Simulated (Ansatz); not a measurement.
A constructed model of the (111) surface of fcc Au, a layer of Mg in place of the second plane (bottom of the slab: a bare face, its two planes held)

Method: PBE (plane waves to 420 eV, PAW; Ansatz, a quantum-chemistry and plane-wave program).

Slab: 6 atoms, 12.1 Å thick at the start; k 15x15x1, smearing 0.1 eV, dipole-corrected; 2 atoms held, the rest relaxed; held to the start's symmetry, so lower structures may exist; no spin, no spin-orbit, no U. It is one candidate, not shown to be the stable structure of the face.

```json
{
  "work_function_of_the_top_face": "4.63 eV",
  "energy_released_by_relaxation": "0.14 eV",
  "cost": "very roughly 120 core-seconds"
}
```
